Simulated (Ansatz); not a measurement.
Output of an Ansatz run (abridged):

```
WARN ansatz: RAYON_NUM_THREADS=1 ignored (pool sized by the plan → 1); use --threads N
Pseudopotentials: kind: paw
Pseudopotential: Al, paw, valence charge 3
Pseudopotential: Ni, paw, valence charge 18
Crystal: 2 atoms, lattice volume = 23.921 Å³
Basis set: ecut = 420.4159175005146 eV, 461 PW (Γ)
Bands: 15, of which v1, the nominal top of the filled ones, is band 11 counted from 1 (10 counted from 0)
Symmetry: 8 space group operations
Space group: P4mm (ITA 99), of the structure as read, at distance tolerance 2.9e-5 Å
k-points: 126 of 1331 (time reversal used)
PAW frozen core: Al, regenerated for the run's functional, and the local potential with it
PAW frozen core: Ni, regenerated for the run's functional, and the local potential with it
Initial density: superposition of atomic densities (neutral atoms: chi_scale 0, normalization atom), corrected by the library's trained network
Initial wavefunctions: pseudopotential atomic-orbital guess
Eigensolver: davidson
Functional: x = slater, c = lda
SCF iter   1: F=—  HF=-6287.639365 eV  |F-HF|=—  |Δ(HF+E_count)|=         —  Δρ=1.38e-2  dr2=1.90e-2  ethr=1.77e-3  ⟨swp⟩=4.8  Hψ=8571  notcnv=0
all-band conjugate gradients solve this SCF's bands
preconditioner: auto → none
SCF iter   2: F=—  HF=-6287.635970 eV  |F-HF|=—  |Δ(HF+E_count)|=   3.40e-3  Δρ=3.28e-3  dr2=9.65e-4  ethr=9.07e-5  ⟨swp⟩=3.0  Hψ=4053  notcnv=0  defer=6
SCF iter   3: F=—  HF=-6287.635821 eV  |F-HF|=—  |Δ(HF+E_count)|=   1.49e-4  Δρ=9.33e-4  dr2=1.16e-4  ethr=4.60e-6  ⟨swp⟩=1.0  Hψ=1899  notcnv=0  defer=6
SCF iter   4: F=—  HF=-6287.635797 eV  |F-HF|=—  |Δ(HF+E_count)|=   2.41e-5  Δρ=8.74e-5  dr2=1.31e-6  ethr=5.51e-7  ⟨swp⟩=1.0  Hψ=1887  notcnv=0  defer=6
SCF iter   5: F=—  HF=-6287.635807 eV  |F-HF|=—  |Δ(HF+E_count)|=   1.06e-5  Δρ=6.19e-6  dr2=4.00e-9  ethr=6.26e-9  ⟨swp⟩=2.3  Hψ=3013  notcnv=0  defer=6
SCF iter   6: F=-6287.635807 eV  HF=-6287.635807 eV  |F-HF|=1.99e-10  |Δ(HF+E_count)|=  6.76e-10  Δρ=9.10e-7  dr2=2.77e-10  ethr=1.91e-11  ⟨swp⟩=2.2  Hψ=5866  notcnv=0
SCF 1 converged in 6 iterations: F = -6287.635807 eV  dr2 = 2.77e-10
SCF converged after 6 iterations
Free energy (F): -6287.635807 eV
Harris-Foulkes:  -6287.635807 eV  (|F-HF|=1.99e-10)
Internal energy: -6287.605739 eV  (E = F + TS)
E sigma→0 (E₀):  -6287.620773 eV
Entropy (-TS):   -0.030068 eV (-15.034 meV/atom)
Fermi energy:    13.642926 eV
--- Per-component energies (eV) ---
  E_band       = -339.521105
  E_kinetic    = 311.949832
  E_local      = -4451.858032  (includes V_loc(G=0)·N_el)
  E_nonlocal   = 651.482728
  E_hartree    = 1912.804084
  E_xc         = -125.646836
  E_vxc        = -141.046517  (∫ρ·V_xc dr)
  E_paw        = -2009.678659  (= ΣΔE_a)
  E_vpaw       = -535.657960  (= ΣTr[D̂ρ^β])
  E_aug_tail   = 0.000417  (compensation charges beyond the density's cutoff)
  E_ewald      = -2577.149112
  E_core_change = 0.489837  (= ΣΔE_core)
  E_smearing   = -0.030068  (= −TS)
  E_closure    = 0.000000  (closes the sum)
  Σ components = -6287.635807   (vs F -6287.635807, Δ=0.00e0)
--- Forces (eV/Å), atoms counted from 1 ---
  atom   1  Al     0.00000000     0.00000000    -0.25964068
  atom   2  Ni    -0.00000000     0.00000000     0.25965512
  max |Σ_I F_I| component: 1.44e-5 eV/Å
--- Stress (GPa, compression-positive) ---
       -8.158211       0.000000       0.000000
        0.000000      -8.158211       0.000000
        0.000000       0.000000      -8.261081
  P = ⅓ Tr σ = -8.1925 GPa (-81.925 kbar)
  The stress holds the Pulay correction. Without it, at fixed plane waves, as pw.x and ABINIT print it: P = -8.2836 GPa
--- Band table (eV; the first three rows and the last of 126) ---
  k-point 0: bands = ["-88.8498", "-49.6820", "-49.6820", "-49.6808", "2.5280", "10.3889", "10.3913", "12.0830", "12.0854", "12.0854", "19.0897", "19.0897", "19.0918", "21.8220", "21.8227"]
  k-point 1: bands = ["-88.8497", "-49.6826", "-49.6818", "-49.6818", "2.6801", "10.3795", "10.4241", "12.0197", "12.0197", "12.0901", "17.7173", "19.2891", "19.2891", "21.8299", "23.0211"]
  k-point 2: bands = ["-88.8494", "-49.6877", "-49.6814", "-49.6814", "3.1326", "10.2778", "10.5201", "11.8534", "11.8534", "12.1093", "15.7156", "19.8583", "19.8583", "21.8527", "24.4318"]
  k-point 125: bands = ["-88.8455", "-49.7009", "-49.7009", "-49.6997", "9.4279", "9.5832", "9.5851", "12.5506", "12.5518", "14.7028", "15.6052", "15.6129", "17.1269", "18.4136", "18.4218"]
```

The structure:

```
CELL_PARAMETERS angstrom
      2.88133     0.00000     0.00000
      0.00000     2.88133     0.00000
      0.00000     0.00000     2.88133
ATOMIC_POSITIONS crystal
  Al 0.50000 0.50000 0.51735
  Ni 0.00000 0.00000 0.00000
```

Task: Reconstruct the input of this run.

Result: Other spellings and defaults could give the same log, and not every line can be read from it. The input that was run (DFT, LDA (PW92), plane waves, default PAW files made with PBE):

Ansatz 0.2 input:
```yaml
# NiAl
crystal:
  lattice:
    - [2.881330, 0.000000, 0.000000]
    - [0.000000, 2.881330, 0.000000]
    - [0.000000, 0.000000, 2.881330]
  atoms:
    - { symbol: Al, position: [0.500000, 0.500000, 0.517353] }
    - { symbol: Ni, position: [0.000000, 0.000000, 0.000000] }
basis:
  ecutwfc: 30.9 Ry
kpoints:
  mp_grid: { grid: [11, 11, 11] }
hamiltonian:
  xc: lda
  pseudopotentials: { kind: paw }
scf:
  occupations: { method: fermi_dirac, width: 0.0073 Ry }
output:
  forces: true
  eigenvalues: true
  stress: true
```

The starting cell has typed, rounded lattice constants, without a prior relaxation at this level. Its lattice was rescaled by up to half a per cent. One atom was moved a little off its site on purpose. Spin polarisation is off. With a pressure of about -8 GPa the cell is away from its equilibrium volume at this level. Ansatz's pressure includes its estimate of the finite-basis (Pulay) stress.

Ansatz is a quantum-chemistry and plane-wave program.
